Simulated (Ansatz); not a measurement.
# HgTe: response to strain

Consider HgTe in the zinc blende structure (space group F-43m, No. 216; a = 6.510 Å). Axes: x, y, z lie along the cube axes.

Strains are applied to the cell and any free atomic positions relax.

Calculations: PBEsol (Ansatz, an electronic-structure program; PAW; 420 eV plane waves; without spin-orbit coupling).

Candidates:
(a) strain tensor (xx, yy, zz, yz, xz, xy) = (−0.27, −0.88, +3.43, −1.02, −0.19, −0.73) %
(b) isotropic strain +0.63 %
(c) isotropic strain +5.69 %

Notes on the quantities. energy relative to the base: free energy F.

Problem. Order them by energy relative to the base, lowest first.

Solution. (b) isotropic strain +0.63 % (+1.6 meV/atom), (a) strain tensor (xx, yy, zz, yz, xz, xy) = (−0.27, −0.88, +3.43, −1.02, −0.19, −0.73) % (+5.6 meV/atom), (c) isotropic strain +5.69 % (+105 meV/atom)

The mesh was chosen for an insulator and is coarse for the gapless case. No phonon test of stability was made. The final runs are not spin-polarised.
